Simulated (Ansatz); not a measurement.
**BAs: pressure series**

The reference is BAs in the zinc blende structure (space group F-43m, No. 216).

BAs has the cubic space group F-43m (No. 216), the zinc blende structure, Pearson symbol cF8. Cell: a = b = c = 4.768 Å, α = β = γ = 90.00°. As on 4c is coordinated by 4 B at 2.065 Å (tetrahedral). B on 4a has 4 As at 2.065 Å (tetrahedral). (Neighbours: up to the widest gap in distance over summed covalent radii, below 1.35, at either atom.)
(The calculation used a cell of 2 atoms; values per cell refer to that cell.)

Cell and atoms are relaxed at each pressure.

Calculations: plane-wave PAW DFT at the PBEsol level (Ansatz, a quantum-chemistry and plane-wave program, 420 eV), without spin-orbit coupling.

| case | smallest direct gap | shortest interatomic distance | band gap | density |
|---|---|---|---|---|
| base | 3.25 eV | 2.065 Å | 1.08 eV | 5.25 g/cm³ |
| pressure −2 GPa | 3.23 eV | 2.075 Å | 1.10 eV | 5.18 g/cm³ |
| pressure −1 GPa | 3.24 eV | 2.069 Å | 1.09 eV | 5.22 g/cm³ |
| pressure 0.9 GPa | 3.26 eV | 2.060 Å | 1.08 eV | 5.29 g/cm³ |
| pressure 2.1 GPa | 3.27 eV | 2.055 Å | 1.07 eV | 5.33 g/cm³ |
| pressure 4.5 GPa | 3.29 eV | 2.044 Å | 1.05 eV | 5.41 g/cm³ |
| pressure 9 GPa | 3.32 eV | 2.026 Å | 1.03 eV | 5.56 g/cm³ |
| pressure 15 GPa | 3.37 eV | 2.004 Å | 0.99 eV | 5.74 g/cm³ |
| pressure 22.5 GPa | 3.42 eV | 1.981 Å | 0.95 eV | 5.95 g/cm³ |
| pressure 30 GPa | 3.47 eV | 1.960 Å | 0.92 eV | 6.14 g/cm³ |

Load acts through the strain it causes; cell and atoms are relaxed under it. Whether these cells are dynamically stable was not tested. Competing high-pressure phases were not computed.
